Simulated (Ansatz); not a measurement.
## NbCr₂ (Fd-3m, No. 227)

Level of theory: r²SCAN (Ansatz, an electronic-structure program, PAW).

Run with plane-wave cutoff 500 eV, 14×14×14 k mesh, Fermi–Dirac smearing 0.1 eV, no spin polarisation, scalar-relativistic PAW data made under PBE.

Cell: relaxed at this level.

```yaml
equilibrium_volume_per_atom: 13.77 Å³/atom
lattice_constant_a: 6.915 Å
band_gap: zero (no gap)
```

Spin–orbit coupling is not included.
